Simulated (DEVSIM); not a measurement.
Structure: Pd/Si3N4/SiO2/p-Si capacitor, at 400 K.

```
layer (left to right)  material  thickness (nm)  Na (cm⁻³)
---------------------  --------  --------------  ---------
1                         Si3N4            2.80          -
2                          SiO2           0.790          -
3                            Si            5000     1.3e16
```

Metal gate on the left, work function 5.2 eV. Fixed charge at the semiconductor interface 0 cm⁻² (in units of +e); no interface traps.

Constants are typed, rounded textbook-type inputs, not results; the design itself was drawn at random and stands for no fabricated device. Values at 300 K; Nc and Nv go as T^1.5, mobilities as T to minus their exponent, the gap by Varshni's rule with the affinity fixed.

| parameter | Si3N4 | SiO2 | Si |
|---|---|---|---|
| gap (eV) | 5.1 | 9 | 1.124 |
| affinity (eV) | 2.1 | 0.9 | 4.05 |
| permittivity | 7.5 | 3.9 | 11.7 |
| Nc (cm⁻³) | - | - | 2.86e19 |
| Nv (cm⁻³) | - | - | 3.1e19 |
| Varshni α (eV/K) | - | - | 0.000473 |
| Varshni β (K) | - | - | 636 |

DEVSIM, 1D Poisson equation in equilibrium, Boltzmann statistics, complete ionisation; no quantum confinement or tunnelling. Metal contacts follow the ideal Schottky-Mott rule: no Fermi-level pinning, no interface dipoles.

Tabulate band edges, carrier densities and field at 0.7 V on the gate.

Energies count from the Fermi level of the right contact; mesh points crowd at the junctions.

| x (μm) | Ec (eV) | Ev (eV) | n (cm⁻³) | p (cm⁻³) | field (V/cm) |
|---|---|---|---|---|---|
| 0.000 | 2.400 | -2.700 | < 1e2 | < 1e2 | 55000 |
| 0.001016 | 2.406 | -2.694 | < 1e2 | < 1e2 | 55000 |
| 0.002076 | 2.411 | -2.689 | < 1e2 | < 1e2 | 55000 |
| 0.003002 | 3.618 | -5.383 | < 1e2 | < 1e2 | 110000 |
| 0.003759 | 0.474 | -0.622 | 4.7e13 | 6.9e11 | 35000 |
| 0.005427 | 0.480 | -0.616 | 3.9e13 | 8.2e11 | 35000 |
| 0.009422 | 0.494 | -0.603 | 2.6e13 | 1.2e12 | 34000 |
| 0.02311 | 0.538 | -0.558 | 7.3e12 | 4.4e12 | 31000 |
| 0.04907 | 0.612 | -0.484 | 8.5e11 | 3.8e13 | 26000 |
| 0.1076 | 0.730 | -0.366 | 2.8e10 | 1.2e15 | 14000 |
| 0.2396 | 0.808 | -0.288 | 2.9e9 | 1.1e16 | 1200 |
| 0.7040 | 0.814 | -0.283 | 2.5e9 | 1.3e16 | ≈ 0 |
| 1.585 | 0.814 | -0.283 | 2.5e9 | 1.3e16 | ≈ 0 |
| 3.223 | 0.814 | -0.283 | 2.5e9 | 1.3e16 | ≈ 0 |
| 4.402 | 0.814 | -0.283 | 2.5e9 | 1.3e16 | ≈ 0 |
| 4.737 | 0.814 | -0.283 | 2.5e9 | 1.3e16 | ≈ 0 |
| 4.890 | 0.814 | -0.283 | 2.5e9 | 1.3e16 | ≈ 0 |
| 4.954 | 0.814 | -0.283 | 2.5e9 | 1.3e16 | ≈ 0 |
| 4.988 | 0.814 | -0.283 | 2.5e9 | 1.3e16 | ≈ 0 |
| 4.997 | 0.814 | -0.283 | 2.5e9 | 1.3e16 | ≈ 0 |
| 5.001 | 0.814 | -0.283 | 2.5e9 | 1.3e16 | ≈ 0 |
| 5.004 | 0.814 | -0.283 | 2.5e9 | 1.3e16 | ≈ 0 |
